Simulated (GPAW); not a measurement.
Band structure of SrAlGe (P-6m2, 3 atoms in the cell).

```
SrAlGe
1.0
    4.37730     0.00000     0.00000
   -2.18865     3.79085     0.00000
    0.00000     0.00000     4.86887
Sr Al Ge
1 1 1
Cartesian
  0.00000   0.00000   0.00000
  2.18865   1.26361   2.43443
  0.00000   2.52723   2.43443
```

Level of theory: PBEsol, GPAW PAW datasets PBEsol (made by gpaw-setup) (plane waves; GPAW).

Settings: mode = pw; ecut = 550 eV; xc = PBEsol; kpts = 9 9 7; mesh shift (steps) = 0 0 0; occupations.name = methfessel-paxton; occupations.width = 0.2 eV; occupations.order = 0; nbands = -9; symmetry.symmorphic = false; symmetry.tolerance = 0.0005; maxiter = 120; bandpath_npoints = 40.

The starting cell comes from a database of computed structures (which also holds hypothetical and non-ambient phases and stackings), without a prior relaxation at this level. Its lattice was rescaled by a random factor within 2.5 % of one.

Levels in eV from the Fermi level, bands 6 to 12:
```tsv
point	6	7	8	9	10	11	12
Γ	-1.78	-1.35	-1.35	-0.87	0.32	2.47	2.47
M	-6.00	-2.21	-1.40	-0.65	1.36	2.30	3.00
K	-5.75	-4.18	-0.96	0.02	1.89	2.50	3.28
A	-4.13	-1.03	-1.03	0.24	1.36	1.36	2.50
L	-5.60	-2.49	-1.92	-1.23	0.56	3.44	4.78
H	-5.79	-3.50	-1.65	-0.93	2.03	3.35	4.32
```

Bands cross the Fermi level along this path, so the cell is metallic at this level.
